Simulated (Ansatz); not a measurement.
## Ti2C, response to strain

Consider Ti2C (space group Fd-3m, No. 227; a = 8.549 Å; a cell from a computed database, its experimental status unchecked). Axes: x, y, z lie along the cube axes.

Strains are applied to the cell and any free atomic positions relax; under biaxial strain the out-of-plane vector relaxes too.

Method: plane-wave PAW DFT at the PBEsol level (Ansatz, a quantum-chemistry and plane-wave program, 420 eV), without spin-orbit coupling.

Notes on the quantities. energy relative to the base: free energy F; pressure: mean of the normal stresses, compression positive.

| variant | energy relative to the base | space group | pressure | shortest interatomic distance |
|---|---|---|---|---|
| base | 0 meV/atom | Fd-3m (No. 227) | 0.0 GPa | 3.946 bohr |
| biaxial strain +0.75 %, plane normal [110], relaxed out of plane | +1.5 meV/atom | Imma (No. 74) | -1.6 GPa | 3.948 bohr |
| isotropic strain −0.59 % | +1.9 meV/atom | Fd-3m (No. 227) | 2.8 GPa | 3.931 bohr |
| uniaxial strain ε_zz = −3.01 % | +8.2 meV/atom | I4_1/amd (No. 141) | 4.9 GPa | 3.898 bohr |
| uniaxial strain ε_zz = +3.55 % | +11 meV/atom | I4_1/amd (No. 141) | -4.8 GPa | 3.959 bohr |

A biaxial case was relaxed in a doubled cell and then solved in the primitive one. Without a gap, meshes like the base's 8×8×8 leave anisotropic stresses uncertain by several tenths of a GPa, and small strain energies with them. Stability against distortions was not tested. All final runs are without spin polarisation.
